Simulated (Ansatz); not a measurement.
The starting structures come from a database of crystals and need not be the phases stable at ambient conditions.

Data:

```yaml
crystal:
  lattice:
    - [4.01132, 0.00000, 0.00000]
    - [2.00566, 6.64751, 0.00000]
    - [2.00566, 0.60514, 3.42079]
  atoms:
    - { symbol: Al, position: [0.99976, 0.00072, 0.99976] }
    - { symbol: Ga, position: [0.50014, 0.49959, 0.50014] }
    - { symbol: As, position: [0.12484, 0.62547, 0.12484] }
    - { symbol: As, position: [0.62528, 0.12417, 0.62528] }
```

Space group of this cell: R3m. The cell is taken as given.

These are r2SCAN (plane waves, PAW; Ansatz, a first-principles code) values and carry that method's errors.

The current runs along the normal of the first two printed vectors; no spin-orbit coupling. Scaled by the factor s: all lengths (ions clamped). Meshes 10×10×10 and 8×6 across the current in all rows.

| s | mean pressure (GPa) | slowest mid-gap decay constant κ (1/Å) |
|---|---|---|
| 0.98 | 5.2 | ? |
| 1.00 | 0.1 | 0.081 |
| 1.02 | -3.8 | 0.061 |

Task: Take the slope of the slowest mid-gap decay constant κ against ln s from the two given rows, extrapolate to s = 0.98, and say what the run there gives.

Result: Slope = (0.061 − 0.081) / ln 1.02 = -1.01 1/Å. The line gives 0.081 + (-1.01) × ln 0.98 = 0.101 1/Å. The run gives 0.100 1/Å, 0.001 1/Å under the line, 7 % of the predicted step.
